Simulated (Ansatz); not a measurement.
## hypothetical P4_2/mnm AlN with two functionals, isotropic strain −0.93 %

Start from AlN (space group P4_2/mnm, No. 136; a = 5.3295 Å, c = 3.1219 Å; a hypothetical phase, not in the database extracts checked).

(Cell as relaxed with PBE.)

Levels (all Ansatz, a program for electronic structure, PAW): PBE (420 eV, no spin-orbit coupling); PBEsol (420 eV, no spin-orbit coupling).

Each level relaxes its own structure.

| base | PBE | PBEsol |
|---|---|---|
| volume per atom | 11.08 Å³ | 10.89 Å³ |
| lattice parameter a | 10.071 bohr | 10.005 bohr |
| band gap | 3.73 eV | 3.75 eV |

Perturbation: an isotropic linear strain of −0.93 %, atoms relaxed at fixed cell.

```tsv
quantity	PBE	PBEsol
electron mass	0.35 mₑ along c, 0.33 mₑ across (at Γ)	…
smallest direct gap	3.93 eV	…
shift of the gap caused by the change	+0.19 eV	…
mean gap deformation potential ΔEg/Δln V	-6.9 eV	…
```

### Question
Predict the PBEsol column.

### Answer

- electron mass, PBEsol: 0.37 mₑ along c, 0.34 mₑ across (at Γ)
- smallest direct gap, PBEsol: 3.95 eV
- shift of the gap caused by the change, PBEsol: +0.19 eV
- mean gap deformation potential ΔEg/Δln V, PBEsol: -6.7 eV

PBE's smallest direct gap lies 0.02 eV below PBEsol's; the two agree on the shift of the gap caused by the change. Neither level is exact; PBEsol is the comparison here, not a measurement.

Effective masses come from finite differences of ±0.01 Å⁻¹. Stability against distortions was not tested.
